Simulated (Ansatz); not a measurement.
The starting structures come from a database of crystals and need not be the phases stable at ambient conditions.

**Evanescent states of SrZrO₃ (P4mm, not sure to be the ambient phase, 5 atoms a cell, 14.9 Å³ an atom, -7 GPa at this level) along the normal of (001)**

The numbers are results of PBEsol (plane waves, PAW; Ansatz, a first-principles code), not measurements.

No gap correction and no spin-orbit coupling; mid-gap values are interpolated between computed energies.

Energies count from the valence-band top; κ is the least over a 8×8 mesh across the current.

```json
[
 {"E (eV)": "0.08", "κ (1/Å)": "0.152", "where": "off Γ"},
 {"E (eV)": "0.24", "κ (1/Å)": "0.192", "where": "Γ"},
 {"E (eV)": "0.40", "κ (1/Å)": "0.211", "where": "Γ"},
 {"E (eV)": "0.56", "κ (1/Å)": "0.226", "where": "Γ"},
 {"E (eV)": "0.72", "κ (1/Å)": "0.240", "where": "Γ"},
 {"E (eV)": "0.88", "κ (1/Å)": "(withheld)", "where": "Γ"},
 {"E (eV)": "1.04", "κ (1/Å)": "(withheld)", "where": "Γ"},
 {"E (eV)": "1.20", "κ (1/Å)": "(withheld)", "where": "Γ"},
 {"E (eV)": "1.36", "κ (1/Å)": "(withheld)", "where": "Γ"},
 {"E (eV)": "1.52", "κ (1/Å)": "(withheld)", "where": "Γ"},
 {"E (eV)": "1.68", "κ (1/Å)": "(withheld)", "where": "Γ"},
 {"E (eV)": "1.84", "κ (1/Å)": "(withheld)", "where": "Γ"},
 {"E (eV)": "2.00", "κ (1/Å)": "(withheld)", "where": "Γ"},
 {"E (eV)": "2.16", "κ (1/Å)": "0.296", "where": "Γ"},
 {"E (eV)": "2.32", "κ (1/Å)": "0.296", "where": "Γ"},
 {"E (eV)": "2.48", "κ (1/Å)": "0.296", "where": "Γ"},
 {"E (eV)": "2.64", "κ (1/Å)": "0.293", "where": "Γ"},
 {"E (eV)": "2.80", "κ (1/Å)": "0.289", "where": "Γ"},
 {"E (eV)": "2.96", "κ (1/Å)": "0.282", "where": "Γ"},
 {"E (eV)": "3.12", "κ (1/Å)": "0.273", "where": "Γ"}
]
```

Problem. What belongs in the gaps?

Solution. 
- 0.88, κ (1/Å): 0.251
- 1.04, κ (1/Å): 0.261
- 1.20, κ (1/Å): 0.269
- 1.36, κ (1/Å): 0.277
- 1.52, κ (1/Å): 0.283
- 1.68, κ (1/Å): 0.287
- 1.84, κ (1/Å): 0.291
- 2.00, κ (1/Å): 0.294
